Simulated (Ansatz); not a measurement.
Take Li in the bcc (W type) structure (space group Im-3m, No. 229; a = 3.4352 Å; relaxed with 0.1 eV smearing) as the base.

Structures relaxed with PBE, PAW, 420 eV (Ansatz, a quantum-chemistry and plane-wave program; no spin-orbit coupling).

Base:

Simulated powder pattern, Mo Kα, λ = 0.71073 Å (kinematic, ideal powder, no thermal factors, no anomalous dispersion; the 8 strongest lines at most, above 2 %, up to 2θ = 40°):

| 2θ (°) | I/Imax (%) | hkl |
|---|---|---|
| 16.82 | 100 | (110) |
| 23.88 | 19 | (200) |
| 29.36 | 40 | (211) |
| 34.03 | 12 | (220) |
| 38.19 | 15 | (310) |

After one change:

Simulated powder pattern, Mo Kα, λ = 0.71073 Å (kinematic, ideal powder, no thermal factors, no anomalous dispersion; the 8 strongest lines at most, above 2 %, up to 2θ = 40°):

```
2θ (°)  I/Imax (%)
------  ----------
17.35          100
24.63           19
30.29           39
35.11           11
39.42           14
```

Q: Which change produced these results?
A) isotropic strain −3.00 %
B) isotropic strain −1.00 %
C) isotropic strain +2.00 %
D) isotropic strain −1.50 %

A: A, isotropic strain −3.00 %. Its volume per atom is 18.50 Å³ against 20.27 Å³, and its space group is Im-3m (No. 229).

Stability against distortions was not tested.
